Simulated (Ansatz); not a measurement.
Ag: response to strain

Take Ag in the fcc (Cu type) structure (space group Fm-3m, No. 225; a = 4.001 Å; relaxed with 0.1 eV smearing) as the base. Axes: x, y, z lie along the cube axes.

Strains are applied to the cell and any free atomic positions relax.

All numbers come from LDA (Ansatz, an electronic-structure program, PAW, scalar-relativistic without spin-orbit coupling).

Notes on the quantities. energy relative to the base: free energy F.

```csv
uniaxial strain ε_zz (%),energy relative to the base (meV/atom)
0,0.0
0.5,0.2
1,0.8
1.5,?
2,3.2
2.5,5.0
3,7.1
```

Problem. Fit ΔE = Aε² + Bε³ (ε in %) to the rows shown and predict the withheld row.

Solution. Least squares on the printed values gives A = 0.827 and B = -0.012 meV/atom (largest residual 0.0 meV/atom); this predicts 1.8 meV/atom, and the run gives 1.8 meV/atom, in agreement.

Whether these cells are dynamically stable was not tested.
